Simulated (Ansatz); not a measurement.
The parent structure is MgO in the rock salt structure (space group Fm-3m, No. 225; a = 4.214 Å).

The values are results of DFT with PBEsol, PAW potentials and a 420 eV plane-wave cutoff in Ansatz (an electronic-structure program), no spin-orbit coupling, not measurements.

Base values:

```
Quantity                                         Result
-----------------------------  ------------------------
Electron mass                            0.34 mₑ (at Γ)
Volume per atom                                 9.35 Å³
Width of the top valence band                   1.79 eV
Hole mass                      0.38, 2.1, 2.1 mₑ (at Γ)
Band gap                                        4.62 eV
```

Modification: a hydrostatic pressure of 2.1 GPa.

Problem. What happens to the electron mass, volume per atom, width of the top valence band, hole mass and band gap?

Solution. The electron mass changes from 0.34 mₑ (at Γ) to 0.35 mₑ (at Γ); the volume per atom drops by 0.12 Å³ to 9.23 Å³; the width of the top valence band rises by 0.02 eV to 1.81 eV; the hole mass (degenerate bands, along [100]) changes from 0.38, 2.1, 2.1 mₑ (at Γ) to 0.39, 2.1, 2.1 mₑ (at Γ); the band gap grows by 0.13 eV (4.62 eV → 4.75 eV).

Load acts through the strain it causes; cell and atoms are relaxed under it. Masses are band curvatures over ±0.01 Å⁻¹ around the edge. No phonon test of stability was made.
